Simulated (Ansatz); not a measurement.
The reference is HgS (space group P3_221, No. 154; a = 4.465 Å, c = 9.758 Å; made of chains). Axes: x lies along a and z along c of the hexagonal cell.

Method: Ansatz (a program for electronic structure), PBE, PAW, cutoff 420 eV, no spin-orbit coupling.

Perturbation: uniaxial strain ε_zz = +3.00 %, all other strain components held at zero, atoms relaxed at fixed cell.

Task: Predict the stress tensor and what it implies for the stiffness.

Result: Stress of the strained cell less that of the base (GPa, compression positive):
```
  -0.08    0.00    0.00
   0.00   -0.08    0.00
   0.00    0.00   -0.82
```

Then −Δσ_ii/ε with ε = 0.0300 gives secant stiffness values (nonlinear terms included at this strain): C33 ≈ 27 GPa.

Stability against distortions was not tested. No dispersion term is included, though the crystal is made of layers, chains or molecules, so its spacings can come out too wide.
